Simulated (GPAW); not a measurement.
# Worked example: self-consistent single point of Fe7Co (Im-3m, 8 atoms in the cell) in GPAW

Method of the run: PBEsol, GPAW PAW datasets PBEsol (made by gpaw-setup) (plane waves; GPAW 25.7.0).

This input was run:

```python
from ase import Atoms
from ase.units import GPa
from gpaw import GPAW, PW, FermiDirac

atoms = Atoms(['Fe', 'Fe', 'Fe', 'Fe', 'Fe', 'Fe', 'Fe', 'Co'],
              cell=[[-2.843090, 2.843090, 2.843090],
                    [2.843090, -2.843090, 2.843090],
                    [2.843090, 2.843090, -2.843090]],
              scaled_positions=[[0.000000, 0.500000, 0.500000],
                                [0.500000, 0.000000, 0.500000],
                                [0.500000, 0.500000, 0.000000],
                                [0.000000, 0.000000, 0.500000],
                                [0.000000, 0.500000, 0.000000],
                                [0.500000, 0.500000, 0.500000],
                                [0.500000, 0.000000, 0.000000],
                                [0.000000, 0.000000, 0.000000]],
              pbc=True)

atoms.set_initial_magnetic_moments([4.0, 4.0, 4.0, 4.0, 4.0, 4.0, 4.0, 3.0])

calc = GPAW(spinpol=True,
            mode=PW(850),
            xc='PBEsol',
            kpts={'size': (6, 6, 6), 'gamma': True},
            occupations=FermiDirac(0.1),
            nbands=-16,
            convergence={'density': 1e-05, 'energy': 1e-05},
            symmetry={'symmorphic': False, 'tolerance': 0.0005},
            maxiter=100,
            txt='-')

atoms.calc = calc

energy = atoms.get_potential_energy()
print('Energy (eV):', round(energy, 6))
forces = atoms.get_forces()
print('Forces (eV/Ang):')
print(forces.round(5))
stress = atoms.get_stress()
print('Stress (GPa, Voigt):', (stress / GPa).round(4))
```

The program printed (abridged):

```
Input parameters:
  convergence: {density: 1e-05,
                energy: 1e-05}
  kpts: {gamma: True,
         size: (6, 6, 6)}
  maxiter: 100
  mode: {ecut: 850.0,
         name: pw}
  nbands: -16
  occupations: {fixmagmom: False,
                name: fermi-dirac,
                width: 0.1}
  spinpol: True
  symmetry: {symmorphic: False,
             tolerance: 0.0005}
  xc: PBEsol

species:
  Fe:
    name: Iron
    Z: 26.0
    valence: 8
    core: 18
    charge: 0.0
    file: Fe.PBEsol.gz

    # Using partial waves for Fe as LCAO basis

  Co:
    name: Cobalt
    Z: 27.0
    valence: 9
    core: 18
    charge: 0.0
    file: Co.PBEsol.gz

    # Using partial waves for Co as LCAO basis

Reference energy: -279978.907694  # eV

Spin-polarized calculation.
Initial magnetic moment: 31.000000

Convergence criteria:
 Maximum [total energy] change in last 3 cyles: 1e-05 eV / valence electron
 Maximum integral of absolute [dens]ity change: 1e-05 electrons / valence electron
 Maximum integral of absolute [eigenst]ate change: 4e-08 eV^2 / valence electron
 Maximum number of scf [iter]ations: 100

Symmetries present (total): 48
Symmetries with fractional translations: 0
216 k-points: 6 x 6 x 6 Monkhorst-Pack grid + [1/12,1/12,1/12]
16 k-points in the irreducible part of the Brillouin zone
       k-points in crystal coordinates                weights
   0:     0.00000000    0.00000000    0.00000000          1/216
   1:     0.16666667    0.00000000    0.00000000         12/216
   2:     0.16666667    0.16666667   -0.16666667          6/216
   [... 7 lines left out ...]
          ...
  15:     0.50000000    0.50000000    0.50000000          1/216

Wave functions: Plane wave expansion
  Cutoff energy: 850.000 eV
  Number of coefficients (min, max): 5150, 5233
  Pulay-stress correction: 0.000000 eV/Ang^3 (de/decut=0.000000)

Occupation numbers: Fermi-Dirac:
  width: 0.1000  # eV

Eigensolver

Densities:
  Coarse grid: 35*35*35 grid
  Fine grid: 70*70*70 grid
  Total Charge: 0.000000

Density mixing:
  Method: difference
  Backend: pulay
  Linear mixing parameter: 0.05
  old densities: 5
  Damping of long wavelength oscillations: 50

Hamiltonian:
  XC and Coulomb potentials evaluated on a 70*70*70 grid
  External potential:
    NoExternalPotential

XC parameters: PBEsol with 2 nearest neighbor stencil

Number of atoms: 8
Number of atomic orbitals: 72
Number of bands in calculation: 64
Number of valence electrons: 65
Bands to converge: occupied

Density initialized from atomic densities
  64 bands from LCAO basis set

Atomic positions and initial magnetic moments

Positions:
   0 Fe     2.843090    0.000000    0.000000    ( 0.0000,  0.0000,  4.0000)
   1 Fe     0.000000    2.843090    0.000000    ( 0.0000,  0.0000,  4.0000)
   2 Fe     0.000000    0.000000    2.843090    ( 0.0000,  0.0000,  4.0000)
   3 Fe     1.421545    1.421545   -1.421545    ( 0.0000,  0.0000,  4.0000)
   4 Fe     1.421545   -1.421545    1.421545    ( 0.0000,  0.0000,  4.0000)
   5 Fe     1.421545    1.421545    1.421545    ( 0.0000,  0.0000,  4.0000)
   6 Fe    -1.421545    1.421545    1.421545    ( 0.0000,  0.0000,  4.0000)
   7 Co     0.000000    0.000000    0.000000    ( 0.0000,  0.0000,  3.0000)

Unit cell:
           periodic     x           y           z      points  spacing
  1. axis:    yes   -2.843090    2.843090    2.843090    35     0.1149
  2. axis:    yes    2.843090   -2.843090    2.843090    35     0.1149
  3. axis:    yes    2.843090    2.843090   -2.843090    35     0.1149

  Lengths:   4.924376   4.924376   4.924376
  Angles:  109.471221 109.471221 109.471221

Effective grid spacing dv^(1/3) = 0.1289

     iter     time        total  log10-change:  magmom
                         energy   eigst   dens
iter:   1 --:--:--   -73.846734                   +31.0505
iter:   2 --:--:--   -76.163517   -0.97  -1.51    +24.2304
iter:   3 --:--:--   -76.868177   -1.71  -1.51    +18.5356
iter:   4 --:--:--   -76.828825   -1.84  -1.50    +18.1620
iter:   5 --:--:--   -76.763875   -2.66  -1.81    +18.1209
iter:   6 --:--:--   -76.849375   -2.50  -1.75    +18.0314
iter:   7 --:--:--   -77.004956   -2.28  -1.93    +18.0626
iter:   8 --:--:--   -76.971769   -2.81  -2.06    +18.0416
iter:   9 --:--:--   -76.963489   -3.33  -2.17    +17.9901
iter:  10 --:--:--   -76.958522   -4.13  -2.38    +17.9753
iter:  11 --:--:--   -76.957667   -4.91  -2.83    +17.9595
iter:  12 --:--:--   -76.957542   -5.68  -2.95    +17.9621
iter:  13 --:--:--   -76.957097c  -4.81  -2.99    +17.9610
iter:  14 --:--:--   -76.956968c  -5.89  -3.29    +17.9567
iter:  15 --:--:--   -76.956971c  -5.79  -3.49    +17.9544
iter:  16 --:--:--   -76.956969c  -6.65  -3.99    +17.9502
iter:  17 --:--:--   -76.956967c  -7.30  -3.93    +17.9498
iter:  18 --:--:--   -76.956967c  -7.53c -3.92    +17.9498
iter:  19 --:--:--   -76.956961c  -7.05  -3.81    +17.9499
iter:  20 --:--:--   -76.956961c  -6.78  -4.09    +17.9494
iter:  21 --:--:--   -76.956958c  -7.37  -4.32    +17.9493
iter:  22 --:--:--   -76.956955c  -7.77c -4.42    +17.9493
iter:  23 --:--:--   -76.956956c  -8.67c -4.97    +17.9493
iter:  24 --:--:--   -76.956959c  -8.48c -5.03c   +17.9495

Converged after 24 iterations.

Dipole moment: (0.000000, -0.000000, -0.000000) |e|*Ang

Total magnetic moment: (0.000000, 0.000000, 17.949473)
Local magnetic moments:
   0 Fe ( 0.000000,  0.000000,  2.252166)
   1 Fe ( 0.000000,  0.000000,  2.252166)
   2 Fe ( 0.000000,  0.000000,  2.252166)
   3 Fe ( 0.000000,  0.000000,  2.416075)
   4 Fe ( 0.000000,  0.000000,  2.416075)
   5 Fe ( 0.000000,  0.000000,  2.416075)
   6 Fe ( 0.000000,  0.000000,  2.416075)
   7 Co ( 0.000000,  0.000000,  1.779447)

Energy contributions relative to reference atoms: (reference = -279978.907694)

Kinetic:        +48.958603
Potential:      -40.367675
External:        +0.000000
XC:             -85.994161
Entropy (-ST):   -0.212202
Local:           +0.552375
SIC:             +0.000000
--------------------------
Free energy:    -77.063060
Extrapolated:   -76.956959

Spin contamination: 0.450000 electrons
Showing only first 2 kpts
                      Up                     Down
 Kpt  Band  Eigenvalues  Occupancy  Eigenvalues  Occupancy
  0    30      8.91587    0.99993     11.44041    0.00000
  0    31      9.01811    0.99982     11.44041    0.00000
  0    32      9.69711    0.86129     11.62288    0.00000
  0    33      9.69711    0.86129     11.62288    0.00000

  1    30      8.78074    0.99998     11.36217    0.00000
  1    31      8.87757    0.99996     11.43921    0.00000
  1    32      9.12785    0.99946     11.64768    0.00000
  1    33      9.26646    0.99783     11.66379    0.00000

Fermi level: 9.87972

No gap
No difference between direct/indirect transitions
Energy (eV): -76.956959

Forces in eV/Ang:
  0 Fe   -0.00000    0.00000    0.00000
  1 Fe    0.00000   -0.00000    0.00000
  2 Fe    0.00000   -0.00000    0.00000
  3 Fe    0.00000    0.00000    0.00000
  4 Fe    0.00000    0.00000    0.00000
  5 Fe    0.00000   -0.00000   -0.00000
  6 Fe    0.00000    0.00000    0.00000
  7 Co   -0.00000   -0.00000   -0.00000

Stress tensor:
     0.049656     0.000000     0.000000
     0.000000     0.049656     0.000000
     0.000000     0.000000     0.049656
Stress (GPa, Voigt): [7.9558 7.9558 7.9558 0.     0.     0.    ]
```

The run converged in 24 iterations. GPAW prints stress with tension positive.

The starting cell comes from a database of computed structures (which also holds hypothetical and non-ambient phases and stackings), without a prior relaxation at this level. The magnetic order is the one reached from the typed start; others were not searched systematically. With a pressure of about -8 GPa the cell is away from its equilibrium volume at this level.

Cost on one core of a shared machine: roughly 10 min.
